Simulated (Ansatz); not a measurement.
InSb: pressure series

The reference is InSb in the zinc blende structure (space group F-43m, No. 216).

```
InSb
1.0
    0.00000     3.27807     3.27807
    3.27807     0.00000     3.27807
    3.27807     3.27807     0.00000
In Sb
1 1
Direct
  0.00000   0.00000   0.00000
  0.25000   0.25000   0.25000
```

Cell and atoms are relaxed at each pressure.

Level of theory: r2SCAN (Ansatz, a quantum-chemistry and plane-wave program; PAW; 500 eV plane waves; no SOC).

Notes on the quantities. enthalpy: H = E + PV relative to the base's energy.

| case | enthalpy | shortest interatomic distance |
|---|---|---|
| base | – | 2.839 Å |
| pressure −2 GPa | -0.45 eV/atom | 2.889 Å |
| pressure −1 GPa | -0.22 eV/atom | 2.862 Å |
| pressure 0.9 GPa | +0.20 eV/atom | 2.820 Å |
| pressure 2.1 GPa | +0.45 eV/atom | ___ |
| pressure 4.5 GPa | +0.95 eV/atom | 2.760 Å |
| pressure 9 GPa | +1.83 eV/atom | 2.704 Å |
| pressure 15 GPa | +2.93 eV/atom | 2.647 Å |
| pressure 22.5 GPa | +4.22 eV/atom | 2.593 Å |
| pressure 30 GPa | +5.45 eV/atom | 2.549 Å |

Some entries are withheld; estimate them.


- pressure 2.1 GPa, shortest interatomic distance: 2.798 Å

Load acts through the strain it causes; cell and atoms are relaxed under it. Stability against distortions was not tested. Tetrahedral semiconductors of this kind turn to denser phases somewhere between about 1 and 50 GPa; those were not computed, so compressed cells here can lie past the real transition. The final runs are not spin-polarised.
